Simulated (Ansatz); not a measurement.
The parent structure is Ta in the bcc (W type) structure (space group Im-3m, No. 229; a = 3.282 Å; relaxed with 0.1 eV smearing). Axes: x, y, z lie along the cube axes.

Level of theory: PBEsol (Ansatz, a quantum-chemistry and plane-wave program; PAW; 420 eV plane waves; spin-orbit coupling left out).

Strains are applied to the cell and any free atomic positions relax; under biaxial strain the out-of-plane vector relaxes too.

One change was made to it. Results:

| quantity | base | after |
|---|---|---|
| energy relative to the base (free energy F) | 0 meV/atom | +6.0 meV/atom |
| pressure (mean of the normal stresses, compression positive) | 0.0 GPa | -2.3 GPa |
| shortest interatomic distance | 2.843 Å | 2.855 Å |

Problem. Which change produced these results?
A. biaxial strain −1.50 %, plane normal [001], relaxed out of plane
B. biaxial strain +1.50 %, plane normal [001], relaxed out of plane
C. biaxial strain +3.00 %, plane normal [001], relaxed out of plane
D. biaxial strain −3.00 %, plane normal [001], relaxed out of plane

Solution. B, biaxial strain +1.50 %, plane normal [001], relaxed out of plane. For comparison, the pressure in the other runs: biaxial strain −3.00 %, plane normal [001], relaxed out of plane gives 5.6 GPa; biaxial strain −1.50 %, plane normal [001], relaxed out of plane gives 2.7 GPa; biaxial strain +3.00 %, plane normal [001], relaxed out of plane gives -4.1 GPa.

No phonon test of stability was made. The final runs are not spin-polarised.
